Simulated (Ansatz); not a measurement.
B vacancy + Si on the B site in zinc-blende BAs: one set of geometries, relaxed with PBE, evaluated in Ansatz (PAW, plane waves to 420 eV, 500 eV under r2SCAN) with PBE, r2SCAN.

Details: 64-site cell; 2×2×2 shifted k-points; start: the B site; B 3.40 Å away; charged states image-corrected; not converged in cell size; relaxed from one start, so a lower configuration may exist; flagged in the runs: a doubtful potential alignment, a strain field that reaches the edge of the cell.

```json
[
 {"quantity": "host gap (eV)", "PBE": "1.20", "r2SCAN": "…"},
 {"quantity": "ε(0/−1) above the VBM (eV)", "PBE": "0.50", "r2SCAN": "…"},
 {"quantity": "ε(−1/−2) above the VBM (eV)", "PBE": "0.95", "r2SCAN": "…"},
 {"quantity": "neutral formation energy against alpha boron, silicon (eV)", "PBE": "3.00", "r2SCAN": "…"},
 {"quantity": "largest moment on one atom at charge 0 (μB)", "PBE": "0.00", "r2SCAN": "…"},
 {"quantity": "largest moment on one atom at charge −1 (μB)", "PBE": "0.08", "r2SCAN": "…"}
]
```

Question: Given the lower rungs, what does r2SCAN give?

Answer: 
- host gap (eV), r2SCAN: 1.39
- ε(0/−1) above the VBM (eV), r2SCAN: 0.51
- ε(−1/−2) above the VBM (eV), r2SCAN: 1.01
- neutral formation energy against alpha boron, silicon (eV), r2SCAN: 3.35
- largest moment on one atom at charge 0 (μB), r2SCAN: 0.00
- largest moment on one atom at charge −1 (μB), r2SCAN: 0.11

Ansatz is a first-principles code.
